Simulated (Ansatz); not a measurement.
The cell is made up: elements placed on another compound's structure type, so the phase may be hypothetical.

Input:

```yaml
crystal:
  lattice:
    - [10.28465, 0.00000, 0.00000]
    - [-5.14232, 8.90677, 0.00000]
    - [5.14232, 2.96892, 4.19869]
  atoms:
    - { symbol: In, position: [0.75000, 0.00000, 0.75000] }
    - { symbol: In, position: [0.25000, 0.75000, 0.75000] }
    - { symbol: In, position: [0.75000, 0.25000, 0.25000] }
    - { symbol: In, position: [0.25000, 0.00000, 0.25000] }
    - { symbol: In, position: [0.50000, 0.50000, 0.25000] }
    - { symbol: In, position: [0.50000, 0.50000, 0.75000] }
    - { symbol: P, position: [0.25000, 0.50000, 0.75000] }
    - { symbol: P, position: [0.75000, 0.75000, 0.75000] }
    - { symbol: P, position: [0.25000, 0.25000, 0.25000] }
    - { symbol: P, position: [0.75000, 0.50000, 0.25000] }
    - { symbol: P, position: [0.50000, 0.00000, 0.25000] }
    - { symbol: P, position: [0.50000, 0.00000, 0.75000] }
```

Space group of this cell: Pm-3n. The cell was relaxed by PBE-D3(BJ).

Transport runs along the normal of the first two printed cell vectors.

No gap correction and no spin-orbit coupling; mid-gap values are interpolated between computed energies.

### Question
Predict the band gap and the smallest decay constant κ at mid-gap from r2SCAN (Ansatz, a program for electronic structure).

### Answer
Gap 1.07 eV on a 8×8×8 mesh; κ = 0.076 1/Å, at the zone centre.
